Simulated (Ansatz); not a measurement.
Electronic density of states of amorphous Si33N40, density 2.94 g/cm³, on a 2×2×2 Γ-centred mesh with a Gaussian width of 0.1 eV; energies count from the Fermi level, whose place inside the gap is arbitrary. Cell and mesh are small, so fine structure isn't converged. Computed with PBE, scalar-relativistic without spin-orbit coupling (plane waves to 420 eV, PAW; Ansatz, a first-principles code). Sampling: a 2×2×2 Γ-centred mesh; Fermi-Dirac width 0.02 eV; no spin polarisation. The usual formal charges leave 12 electrons over, so the level spacing at the Fermi energy parts defect or band states and needn't be the band gap. At PBE the levels at both edges of the gap are localised (band-tail or defect states), and the nearest spread-out levels lie 3.1 eV apart at the zone centre.

The cell was made by melting and quenching with the CHGNet potential and then relaxed with DFT. N atoms were pushed apart under 1.9 Å during the dynamics, to hinder bonds among them. The hot cell started wider than the set density and was brought back towards it in steps. It is the lowest in DFT energy of 2 quenches. It is a model cell: composition and starting density were chosen by hand, and all elements were melted together. No dispersion term was used. Its density started from a set value of 2.94 and ended at 2.94 g/cm³. The simulated quench (nominally 450 K/ps over its main leg) is rapid and tends to freeze in more defects than a deposited or slowly cooled glass has. A cell of this size samples the disorder only roughly. The volume was held where the preparation left it and the shape relaxed, at a PBE pressure of 3.7 GPa. Stress components on the final sampling reach 4.4 GPa. On a 2×2×2 Γ-centred mesh force components of up to 0.13 eV/Å stay, since the relaxation ran on the zone centre alone. Cycles of charging lowered its energy after that relaxation.

| E - EF (eV) | states/(eV atom) |
|---|---|
| -12.00 | 0.00 |
| -11.90 | 0.02 |
| -11.80 | 0.06 |
| -11.70 | 0.08 |
| -11.60 | 0.13 |
| -11.50 | 0.19 |
| -11.40 | 0.21 |
| -11.30 | 0.24 |
| -11.20 | 0.25 |
| -11.10 | 0.25 |
| -11.00 | 0.18 |
| -10.90 | 0.20 |
| -10.80 | 0.24 |
| -10.70 | 0.26 |
| -10.60 | 0.25 |
| -10.50 | 0.23 |
| -10.40 | 0.24 |
| -10.30 | 0.25 |
| -10.20 | 0.29 |
| -10.10 | 0.33 |
| -10.00 | 0.27 |
| -9.90 | 0.21 |
| -9.80 | 0.21 |
| -9.70 | 0.27 |
| -9.60 | 0.29 |
| -9.50 | 0.28 |
| -9.40 | 0.24 |
| -9.30 | 0.26 |
| -9.20 | 0.25 |
| -9.10 | 0.24 |
| -9.00 | 0.30 |
| -8.90 | 0.30 |
| -8.80 | 0.25 |
| -8.70 | 0.27 |
| -8.60 | 0.32 |
| -8.50 | 0.31 |
| -8.40 | 0.32 |
| -8.30 | 0.34 |
| -8.20 | 0.37 |
| -8.10 | 0.35 |
| -8.00 | 0.33 |
| -7.90 | 0.34 |
| -7.80 | 0.36 |
| -7.70 | 0.39 |
| -7.60 | 0.37 |
| -7.50 | 0.36 |
| -7.40 | 0.41 |
| -7.30 | 0.44 |
| -7.20 | 0.45 |
| -7.10 | 0.45 |
| -7.00 | 0.42 |
| -6.90 | 0.41 |
| -6.80 | 0.45 |
| -6.70 | 0.46 |
| -6.60 | 0.46 |
| -6.50 | 0.47 |
| -6.40 | 0.47 |
| -6.30 | 0.48 |
| -6.20 | 0.49 |
| -6.10 | 0.49 |
| -6.00 | 0.48 |
| -5.90 | 0.51 |
| -5.80 | 0.46 |
| -5.70 | 0.44 |
| -5.60 | 0.51 |
| -5.50 | 0.46 |
| -5.40 | 0.40 |
| -5.30 | 0.38 |
| -5.20 | 0.36 |
| -5.10 | 0.35 |
| -5.00 | 0.35 |
| -4.90 | 0.37 |
| -4.80 | 0.36 |
| -4.70 | 0.33 |
| -4.60 | 0.31 |
| -4.50 | 0.37 |
| -4.40 | 0.46 |
| -4.30 | 0.50 |
| -4.20 | 0.48 |
| -4.10 | 0.43 |
| -4.00 | 0.41 |
| -3.90 | 0.42 |
| -3.80 | 0.43 |
| -3.70 | 0.45 |
| -3.60 | 0.47 |
| -3.50 | 0.50 |
| -3.40 | 0.46 |
| -3.30 | 0.44 |
| -3.20 | 0.43 |
| -3.10 | 0.38 |
| -3.00 | 0.40 |
| -2.90 | 0.39 |
| -2.80 | 0.33 |
| -2.70 | 0.32 |
| -2.60 | 0.38 |
| -2.50 | 0.35 |
| -2.40 | 0.22 |
| -2.30 | 0.17 |
| -2.20 | 0.09 |
| -2.10 | 0.01 |
| -2.00 | 0.03 |
| -1.90 | 0.12 |
| -1.80 | 0.10 |
| -1.70 | 0.02 |
| -1.60 | 0.05 |
| -1.50 | 0.13 |
| -1.40 | 0.15 |
| -1.30 | 0.13 |
| -1.20 | 0.07 |
| -1.10 | 0.01 |
| -1.00 | 0.00 |
| -0.90 | 0.00 |
| -0.80 | 0.00 |
| -0.70 | 0.00 |
| -0.60 | 0.00 |
| -0.50 | 0.01 |
| -0.40 | 0.07 |
| -0.30 | 0.14 |
| -0.20 | 0.05 |
| -0.10 | 0.00 |
| 0.00 | 0.00 |
| 0.10 | 0.00 |
| 0.20 | 0.03 |
| 0.30 | 0.11 |
| 0.40 | 0.10 |
| 0.50 | 0.03 |
| 0.60 | 0.01 |
| 0.70 | 0.05 |
| 0.80 | 0.10 |
| 0.90 | 0.11 |
| 1.00 | 0.15 |
| 1.10 | 0.10 |
| 1.20 | 0.03 |
| 1.30 | 0.04 |
| 1.40 | 0.10 |
| 1.50 | 0.15 |
| 1.60 | 0.18 |
| 1.70 | 0.18 |
| 1.80 | 0.16 |
| 1.90 | 0.16 |
| 2.00 | 0.21 |
| 2.10 | 0.23 |
| 2.20 | 0.26 |
| 2.30 | 0.26 |
| 2.40 | 0.32 |
| 2.50 | 0.33 |
| 2.60 | 0.31 |
| 2.70 | 0.26 |
| 2.80 | 0.26 |
| 2.90 | 0.29 |
| 3.00 | 0.30 |
| 3.10 | 0.30 |
| 3.20 | 0.30 |
| 3.30 | 0.31 |
| 3.40 | 0.33 |
| 3.50 | 0.35 |
| 3.60 | 0.38 |
| 3.70 | 0.36 |

The level spacing at the Fermi energy on this mesh is 0.55 eV; the broadening fills part of it in the curve.
